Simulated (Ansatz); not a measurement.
## Convergence test for a sheet of CuO (4 atoms in the cell)

```
CELL_PARAMETERS angstrom
      2.60249     0.00000     0.00000
      0.00000     3.07437     0.00000
      0.00000     0.00000    15.87713
ATOMIC_POSITIONS crystal
  Cu 0.75000 0.87230 0.55911
  Cu 0.25000 0.37230 0.44089
  O  0.25000 0.50230 0.54599
  O  0.75000 0.00230 0.45401
```

Computed with revPBE, default PAW files made with PBE (plane waves; Ansatz, a quantum-chemistry and plane-wave program).

The starting cell was generated: these elements placed on a structure prototype, without a prior relaxation; it need not be a known phase or ordering of this composition. Its lattice was rescaled in the plane by a random factor within 2.5 % of one. Spin polarisation is off, so a magnetic state, if there is one, cannot be reached. In the base run, forces exceed 1 eV/Å. Without a gap this mesh is coarse (it stands for a supercell whose shortest in-plane vector is 18 Å).

Held fixed: basis.ecutwfc = 420 eV; kpoints.mp_grid.grid = 7 6 1; hamiltonian.xc = revpbe; hamiltonian.pseudopotentials = {kind: paw} (the program's default PAW files); scf.occupations.method = methfessel_paxton; scf.occupations.width = 0.272 eV.

ΔF is the free energy per atom less that of the last row (28.0).

```
vacuum between outermost atoms (Å)  ΔF (meV/atom)  largest force (eV/Å)  plane waves  iterations
----------------------------------  -------------  --------------------  -----------  ----------
3.0                                        -129.6                 7.669          751           9
4.0                                         -65.6                 7.133          905           9
5.0                                         -23.6                 6.844         1061           9
6.0                                          -8.0                 6.740         1225           9
8.0                                         -0.86                 6.746         1543           9
10.0                                        -0.09                 6.750         1837           9
12.0                                         0.00                 6.751         2161           8
14.0                                         0.00                 6.751         2475           8
15.0                                         0.05                 6.751         2623           8
18.0                                         0.02                 6.751         3093           8
22.0                                         0.01                 6.751         3713           8
28.0                                         0.00                 6.750         4641           8
```

Energy within 5 meV/atom of the last row: from vacuum between outermost atoms (Å) = 8.0 on; the one before it is off by 8.0 meV/atom.

Keys are those of Ansatz 0.2.
